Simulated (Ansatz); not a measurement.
Start from ZrSi$_{2}$ (space group Cmcm, No. 63; a = 3.689 Å, b = 14.858 Å, c = 3.667 Å).

Level of theory: Ansatz (a quantum-chemistry and plane-wave program), r2SCAN, PAW, cutoff 500 eV, no SOC.

Base values:

```
Property            Value
---------------  --------
Volume per atom  16.75 Å³
```

The change: cell and atoms relaxed at a pressure of 2.1 GPa.

Estimate the effect on the volume per atom.

The volume per atom decreases by 0.264 Å³ (16.75 Å³ → 16.48 Å³).

Load acts through the strain it causes; cell and atoms are relaxed under it. No phonon test of stability was made. The final runs are not spin-polarised.
